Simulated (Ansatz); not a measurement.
**HfB2, response to strain**

The parent structure is HfB$_{2}$ (space group P6/mmm, No. 191; relaxed with 0.1 eV smearing).

```
CELL_PARAMETERS angstrom
      3.12780     0.00000     0.00000
     -1.56390     2.70875     0.00000
      0.00000     0.00000     3.44608
ATOMIC_POSITIONS crystal
  Hf 0.00000 0.00000 0.00000
  B  0.66667 0.33333 0.50000
  B  0.33333 0.66667 0.50000
```

Cartesian axes are those of the cell as printed.

Strains are applied to the cell and any free atomic positions relax.

Method: DFT with PBEsol, PAW potentials and a 420 eV plane-wave cutoff in Ansatz (a first-principles code), no spin-orbit coupling.

Notes on the quantities. energy relative to the base: free energy F; pressure: mean of the normal stresses, compression positive.

```
change                       energy relative to the base  pressure
---------------------------  ---------------------------  --------
base                                          0 meV/atom   0.0 GPa
tensor shear ε_xz = +2.00 %                 +13 meV/atom   0.5 GPa
tensor shear ε_xz = +0.57 %                +1.1 meV/atom   0.0 GPa
tensor shear ε_xz = +0.86 %                +2.5 meV/atom   0.1 GPa
tensor shear ε_xz = +1.71 %                +9.8 meV/atom   0.4 GPa
tensor shear ε_xz = +0.29 %                +0.3 meV/atom   0.0 GPa
tensor shear ε_xz = +1.14 %                +4.4 meV/atom   0.2 GPa
tensor shear ε_xz = +1.43 %                +6.9 meV/atom   0.3 GPa
```

Stability against distortions was not tested. All final runs are without spin polarisation.
